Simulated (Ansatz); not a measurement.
Results of r²SCAN0 (PAW; Ansatz, a quantum-chemistry and plane-wave program) for Tl₂Se (model structure, started from the CdI2 type, P-3m1, No. 164, 3 atoms in the cell).

Input file:

Ansatz 0.2 input:
```yaml
crystal:
  lattice:
    - [4.5198750729, 0.0, 0.0]
    - [-2.2599375364, 3.914326635, 0.0]
    - [0.0, 0.0, 6.5025419509]
  atoms:
    - { symbol: Se, position: [0.0, 0.0, 0.0] }
    - { symbol: Tl, position: [0.3333333333, 0.6666666667, 0.2636039994] }
    - { symbol: Tl, position: [0.6666666667, 0.3333333333, 0.7363960006] }
basis:
  ecutwfc: 520
  ecutrho_ratio: 4
  xc_grid: 3
kpoints:
  mp_grid: { grid: [6, 6, 4] }
hamiltonian:
  xc: r2scan0
  dispersion: none
  pseudopotentials: { kind: paw }
scf:
  occupations: { method: fermi_dirac, width: 0.01 }
  convergence: { dr2_threshold: 0.0000000003 }
output:
  forces: true
  stress: true
  eigenvalues: true
```

The run printed, among other lines:

```
WARN output.stress: scf.exx.energy_threshold = 1e-6 eV is looser than the 3e-8 eV advised for a stress under a hybrid functional (1e-8 eV for each atom of the …
Crystal: 3 atoms, lattice volume = 115.045 Å³
Basis set: ecut = 520 eV, 3127 PW (Γ), exchange–correlation on 108×108×150 points (27 copies of the dense FFT grid, shifted against one another)
Bands: 26, of which v1, the nominal top of the filled ones, is band 21 counted from 1 (20 counted from 0)
Symmetry: 12 space group operations
Space group: P-3m1 (ITA 164), of the structure as read, at distance tolerance 4.9e-5 Å
k-points: 24 of 144
Functional: x = r2scan, c = r2scan; τ floored in thin density (d = 2e-4 eV/Å³), warm-up for x = 0.75 r2scan + 0.25 exact, c = r2scan; τ floored in thin density (d = 2e-4 eV/Å³)
SCF iter   1: F=—  HF=-28396.557833 eV  |F-HF|=—  |Δ(HF+E_count)|=         —  Δρ=6.98e-3  dr2=5.74e-2  dr2_τ=1.17e-2
SCF iter   2: F=—  HF=-28396.544094 eV  |F-HF|=—  |Δ(HF+E_count)|=   1.37e-2  Δρ=1.96e-3  dr2=6.67e-3  dr2_τ=1.06e-3
  ...
Crystal: 3 atoms, lattice volume = 115.045 Å³
Initial density: handed on by an earlier stage of this run
Functional: x = 0.75 r2scan + 0.25 exact, c = r2scan; τ floored in thin density (d = 2e-4 eV/Å³)
Crystal: 3 atoms, lattice volume = 115.045 Å³
SCF iter   5: F=—  HF=-28390.532023 eV  |F-HF|=—  |Δ(HF+E_count)|=   1.88e-8  Δρ=1.02e-6  dr2=2.90e-9  dr2_τ=6.56e-11
SCF iter   6: F=-28390.532023 eV  HF=-28390.532023 eV  |F-HF|=8.00e-11  |Δ(HF+E_count)|=  7.79e-10  Δρ=2.46e-7  dr2=2.47e-10  dr2_τ=8.97e-12
SCF 3 converged in 6 iterations: F = -28390.532023 eV  dr2 = 2.47e-10
Free energy (F): -28390.532023 eV
Internal energy: -28390.532023 eV  (E = F + TS)
E sigma→0 (E₀):  -28390.532023 eV
Fermi energy:    5.951288 eV
--- Forces (eV/Å), atoms counted from 1 ---
  atom   1  Se    -0.00000000     0.00000000     0.00000000
  atom   2  Tl     0.00000000    -0.00000000    -0.26210082
  atom   3  Tl    -0.00000000     0.00000000     0.26210082
--- Stress (GPa, compression-positive) ---
       -1.996115      -0.000000      -0.000000
       -0.000000      -1.996115      -0.000000
        0.000000      -0.000000      -1.897269
  P = ⅓ Tr σ = -1.9632 GPa (-19.632 kbar)
```

The PAW data were made under PBE.

Note: the relaxation could raise the start's symmetry but not lower it, so the cell can be a saddle point. Note: cell and atoms aren't relaxed at this level (largest force component 0.26 eV/Å, pressure -2.0 GPa).

A model structure was made by putting elements into a prototype or built by hand; it is no filed structure, need not be a known phase, and can be a saddle point held by its symmetry.
